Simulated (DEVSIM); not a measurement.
# Si p-i-n diode

Device: Si p-i-n diode, at 300 K.

```tsv
layer (left to right)	material	thickness (μm)	Nd (cm⁻³)	Na (cm⁻³)	τn (s)	τp (s)
1	Si	0.570	-	6.9e15	4.9e-7	4.9e-7
2	Si	9.70	1.7e11	-	4.9e-7	4.9e-7
3	Si	0.480	1.3e17	-	4.9e-7	4.9e-7
```

Left contact: ohmic. Right contact: ohmic. Voltage is applied to the left contact. Recombination: SRH at mid-gap, radiative, Auger. Mobility is μmin + (μ − μmin)/(1 + (N/Nref)^α).

Constants are typed, rounded textbook-type inputs, not results; the design itself was drawn at random and stands for no fabricated device. Values at 300 K.

| parameter | Si |
|---|---|
| gap (eV) | 1.124 |
| affinity (eV) | 4.05 |
| permittivity | 11.7 |
| Nc (cm⁻³) | 2.86e19 |
| Nv (cm⁻³) | 3.1e19 |
| μn (cm²/Vs) | 1417 |
| μp (cm²/Vs) | 470 |
| μn,min | 52 |
| μp,min | 45 |
| Nref,n | 9.7e16 |
| Nref,p | 2.2e17 |
| αn | 0.68 |
| αp | 0.72 |
| B (cm³/s) | 4.7e-15 |
| Cn (cm⁶/s) | 2.8e-31 |
| Cp (cm⁶/s) | 9.9e-32 |

Simulated with DEVSIM: 1D drift-diffusion, Boltzmann statistics, complete ionisation; no tunnelling, impact ionisation, image-force lowering or self-heating.

The potential step across the device at zero bias is 0.767 V and the dark forward voltage at 1 A/cm² is 0.537 V. The dark forward voltage at 100 A/cm² is 0.728 V.

Dark reverse current:

| V (V) | J (A/cm²) |
|---|---|
| -0.10 | -3.9e-7 |
| -0.25 | -6.4e-7 |
| -0.50 | -8.7e-7 |
| -0.75 | -1.0e-6 |
| -1.00 | -1.1e-6 |
| -1.50 | -1.2e-6 |
| -2.00 | -1.3e-6 |
| -2.50 | -1.4e-6 |
| -3.25 | -1.4e-6 |
| -4.00 | -1.5e-6 |
| -5.00 | -1.5e-6 |

Small-signal capacitance in reverse bias (quasi-static):

```json
[
 {"V (V)": "-0.1", "C (nF/cm²)": "1.27"},
 {"V (V)": "-0.25", "C (nF/cm²)": "1.21"},
 {"V (V)": "-0.5", "C (nF/cm²)": "1.17"},
 {"V (V)": "-0.75", "C (nF/cm²)": "1.14"},
 {"V (V)": "-1", "C (nF/cm²)": "1.12"},
 {"V (V)": "-1.5", "C (nF/cm²)": "1.11"},
 {"V (V)": "-2", "C (nF/cm²)": "1.10"},
 {"V (V)": "-2.5", "C (nF/cm²)": "1.09"},
 {"V (V)": "-3.25", "C (nF/cm²)": "1.08"},
 {"V (V)": "-4", "C (nF/cm²)": "1.08"},
 {"V (V)": "-5", "C (nF/cm²)": "1.07"}
]
```
